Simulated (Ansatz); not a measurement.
Input and output of a self-consistent single point for K2LiLaF6 (Fm-3m, 10 atoms in the cell) (Ansatz, a quantum-chemistry and plane-wave program).

Level of theory: PBE (plane waves, PAW; Ansatz).

The change in words: lattice scaled by 0.97. Reference geometry:
```xyz
10
Lattice="0.0000 4.2901 4.2901 4.2901 0.0000 4.2901 4.2901 4.2901 0.0000" Properties=species:S:1:pos:R:3 pbc="T T T"
K      2.1450     2.1450     2.1450
K      6.4351     6.4351     6.4351
Li     4.2901     4.2901     4.2901
La     0.0000     0.0000     0.0000
F      2.1527     4.2901     4.2901
F      6.4274     4.2901     4.2901
F      4.2901     2.1527     4.2901
F      4.2901     6.4274     4.2901
F      4.2901     4.2901     2.1527
F      4.2901     4.2901     6.4274
```

Reference input (self-consistent single point, DFT, PBE, plane waves, default PAW files): basis.ecutwfc = 420 eV; kpoints.mp_grid.grid = 6 6 6; hamiltonian.xc = pbe; hamiltonian.pseudopotentials = {kind: paw} (the program's default PAW files); scf.occupations.method = gaussian; scf.occupations.width = 0.1 eV. This run's input differs from it in these lines:

```diff
@@ -2,5 +2,5 @@
   lattice:
-    - [0.000000, 4.290052, 4.290052]
-    - [4.290052, 0.000000, 4.290052]
-    - [4.290052, 4.290052, 0.000000]
+    - [0.000000, 4.161350, 4.161350]
+    - [4.161350, 0.000000, 4.161350]
+    - [4.161350, 4.161350, 0.000000]
   atoms:
```

Log, with long lists cut:

```
SCF iter   1: F=—  HF=-14394.023228 eV  |F-HF|=—  |Δ(HF+E_count)|=         —  Δρ=1.55e-3  dr2=1.25e-3  ethr=1.77e-3  ⟨swp⟩=6.8  Hψ=3335  notcnv=0
all-band conjugate gradients solve this SCF's bands
preconditioner: auto → Resta (q_TF=auto, 2.441 Å⁻¹)
SCF iter   2: F=—  HF=-14394.024032 eV  |F-HF|=—  |Δ(HF+E_count)|=   8.03e-4  Δρ=7.78e-4  dr2=4.27e-4  ethr=1.69e-6  ⟨swp⟩=2.1  Hψ=1458  notcnv=0  defer=1
SCF iter   3: F=—  HF=-14394.024603 eV  |F-HF|=—  |Δ(HF+E_count)|=   5.71e-4  Δρ=2.35e-4  dr2=5.68e-5  ethr=5.77e-7  ⟨swp⟩=2.0  Hψ=1269  notcnv=0  defer=1
SCF iter   4: F=—  HF=-14394.024777 eV  |F-HF|=—  |Δ(HF+E_count)|=   1.74e-4  Δρ=8.41e-5  dr2=8.96e-6  ethr=7.68e-8  ⟨swp⟩=2.0  Hψ=1220  notcnv=0  defer=1
SCF iter   5: F=—  HF=-14394.024777 eV  |F-HF|=—  |Δ(HF+E_count)|=   8.28e-7  Δρ=2.16e-5  dr2=1.11e-6  ethr=1.21e-8  ⟨swp⟩=2.0  Hψ=1143  notcnv=0  defer=1
SCF iter   6: F=-14394.024777 eV  HF=-14394.024777 eV  |F-HF|=1.53e-8  |Δ(HF+E_count)|=   1.02e-7  Δρ=6.88e-6  dr2=5.72e-8  ethr=1.35e-10  ⟨swp⟩=8.6  Hψ=3834  notcnv=0
SCF 1 converged in 6 iterations: F = -14394.024777 eV  dr2 = 5.72e-8
Free energy (F): -14394.024777 eV
Internal energy: -14394.024777 eV  (E = F + TS)
E sigma→0 (E₀):  -14394.024777 eV
Fermi energy:    7.108834 eV
--- Forces (eV/Å), atoms counted from 1 ---
  atom   1  K      0.00000000     0.00000000    -0.00000000
  atom   2  K     -0.00000000    -0.00000000    -0.00000000
  atom   3  Li     0.00000000     0.00000000    -0.00000000
  atom   4  La    -0.00000000     0.00000000     0.00000000
  atom   5  F      4.21021051    -0.00000000    -0.00000000
  atom   6  F     -4.21021051     0.00000000    -0.00000000
  atom   7  F      0.00000000     4.21021051     0.00000000
  atom   8  F     -0.00000000    -4.21021051    -0.00000000
  atom   9  F     -0.00000000     0.00000000     4.21021051
  atom  10  F      0.00000000     0.00000000    -4.21021051
--- Stress (GPa, compression-positive) ---
       21.637894       0.000000      -0.000000
        0.000000      21.637894       0.000000
       -0.000000       0.000000      21.637894
  P = ⅓ Tr σ = 21.6379 GPa (216.379 kbar)
  The stress holds the Pulay correction. Without it, at fixed plane waves, as pw.x and ABINIT print it: P = 21.1879 GPa
```

The run converged in 6 iterations. Against the reference run the free energy rises by 139 meV/atom, the pressure goes from 11.44 to 21.64 GPa, the largest force goes from 2.753 to 4.210 eV/Å and the gap on the mesh goes from 6.145 to 6.202 eV.

The starting cell was generated: these elements placed on a structure prototype, without a prior relaxation; it need not be a known phase or ordering of this composition. Its lattice was rescaled by a random factor within 2.5 % of one. For this run, on top of that: lattice scaled by 0.97. Forces in this geometry exceed 1 eV/Å. Ansatz's pressure includes its estimate of the finite-basis (Pulay) stress.

Keys are those of Ansatz 0.2.
